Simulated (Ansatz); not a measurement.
# Response to strain in Al2O3

The reference is Al$_{2}$O$_{3}$ in the corundum structure (space group R-3c, No. 167).

```xyz
10
Lattice="2.3869 1.3781 4.3382 -2.3869 1.3781 4.3382 0.0000 -2.7561 4.3382" Properties=species:S:1:pos:R:3 pbc="T T T"
Al     0.0000     0.0000     8.4325
Al     0.0000     0.0000     1.9251
Al     0.0000     0.0000     4.5822
Al     0.0000     0.0000    11.0895
O      0.7301     1.4916     5.4228
O     -1.6568    -0.1136     5.4228
O     -0.7301    -1.4916     7.5919
O     -0.9268     1.3781     7.5919
O      1.6568     0.1136     7.5919
O      0.9268    -1.3781     5.4228
```

Cartesian axes are those of the cell as printed.

Strains are applied to the cell and any free atomic positions relax; under biaxial strain the out-of-plane vector relaxes too.

Computed with Ansatz (a program for electronic structure) PBEsol, no spin-orbit coupling.

Notes on the quantities. in-plane stress: mean in-plane stress (compression positive).

```csv
change,volume per atom,in-plane stress,electron mass
base,8.56 Å³,–,"0.40 mₑ along c, 0.37 mₑ across (at Γ)"
"biaxial strain −3.00 %, plane normal [001], relaxed out of plane",8.18 Å³,+18.8 GPa,"0.38 mₑ out of plane, 0.41 mₑ in plane (at Γ)"
"biaxial strain −2.25 %, plane normal [001], relaxed out of plane",8.28 Å³,+13.7 GPa,0.39 mₑ (at Γ)
"biaxial strain −1.50 %, plane normal [001], relaxed out of plane",8.37 Å³,___,0.39 mₑ (at Γ)
"biaxial strain −0.75 %, plane normal [001], relaxed out of plane",___,+4.3 GPa,0.38 mₑ (at Γ)
```

Q: Some entries are withheld; estimate them.

A: 
- biaxial strain −1.50 %, plane normal [001], relaxed out of plane, in-plane stress: +8.9 GPa
- biaxial strain −0.75 %, plane normal [001], relaxed out of plane, volume per atom: 8.47 Å³

The levels and masses belong to the bands next to the band gap. Masses are band curvatures over ±0.01 Å⁻¹ around the edge. Stability against distortions was not tested.
